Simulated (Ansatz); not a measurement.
Several settings converged on the (001) slab of CaGa2 (cut from a parent of space group no. 194; 6 atoms in the cell)

```xyz
6
Lattice="4.4655 0.0000 0.0000 -2.2327 3.8672 0.0000 0.0000 0.0000 20.7930" Properties=species:S:1:pos:R:3 pbc="T T T"
Ca     0.0000     0.0000     8.5403
Ca     0.0000     0.0000    12.2526
Ga     0.0000     2.5781     7.0000
Ga     2.2327     1.2891    13.7930
Ga     2.2327     1.2891    10.7123
Ga     0.0000     2.5781    10.0807
```

Base method: LDA (PW92), default PAW files made with PBE (plane waves; Ansatz, an electronic-structure program).

Base settings: basis.ecutwfc = 420 eV; kpoints.mp_grid.grid = 8 8 1; hamiltonian.xc = lda; hamiltonian.pseudopotentials = {kind: paw} (the program's default PAW files); scf.occupations.method = fermi_dirac; scf.occupations.width = 0.1 eV.

The count of work is k-points × plane waves × bands × iterations; it is no time. 

**The k-point mesh**

Only quantities that move along the ladder and can be compared are tabulated.

| kpoints.mp_grid.grid | free energy less the last step's (meV/atom) | largest difference of a force vector from the last step's (eV/Å) | count of work / last |
|---|---|---|---|
| 2 2 1 | 55.04 | 0.612 | 0.043 |
| 3 3 1 | 44.59 | 0.161 | 0.065 |
| 4 4 1 | 24.80 | 0.104 | 0.087 |
| 5 5 1 | 4.04 | 0.056 | 0.096 |
| 6 6 1 | 1.81 | 0.013 | 0.13 |
| 7 7 1 | 1.80 | 0.007 | 0.15 |
| 8 8 1 | 0.28 | 0.009 | 0.19 |
| 9 9 1 | 0.20 | 0.003 | 0.23 |
| 10 10 1 | 0.16 | 0.002 | 0.27 |
| 12 12 1 | 0.03 | 0.001 | 0.37 |
| 14 14 1 | 0.00 | 0.001 | 0.46 |
| 16 16 1 | 0.01 | 0.000 | 0.58 |
| 19 19 1 | 0.00 | 0.000 | 0.77 |
| 22 22 1 | 0.00 | 0.000 | 1.0 |

Coarsest kpoints.mp_grid.grid that holds the forces within 0.01 eV/Å of the last step, with all finer ones: 7 7 1, at 0.15 of the last step's count of work; the step before is off by 0.013 eV/Å.

Coarsest kpoints.mp_grid.grid that holds the free energy within 2 meV/atom of the last step, with all finer ones: 6 6 1, at 0.13 of the last step's count of work; the step before is off by 4.0 meV/atom.

**The depth of the slab**

Surface energy = (E_slab − N e_bulk)/2A, with e_bulk from the bulk crystal on its finest mesh (165 k-points); errors per atom of slab and bulk, whose meshes differ, grow with N. The bulk cell stands at -4.4 GPa at this level, so the slab is strained in the plane.

The mesh stays at the base's, so the ladder's end is converged at best in this setting alone.

Only quantities that move along the ladder and can be compared are tabulated.

```csv
atoms,unrelaxed surface energy (J/m²),count of work / last
6,1.912,0.12
12,1.937,0.33
18,1.928,0.62
24,1.925,1.0
```

Smallest size that holds the unrelaxed surface energy within 0.01 J/m² of the last step, with all finer ones: 18; the step before is off by 0.013 J/m².

On the base run: the starting cell comes from a database of computed structures (which also holds hypothetical and non-ambient phases and stackings), without a prior relaxation at this level. The slab is cut from that crystal, and its faces are unrelaxed. Its lattice was rescaled by up to half a per cent.

Keys are those of Ansatz 0.2.
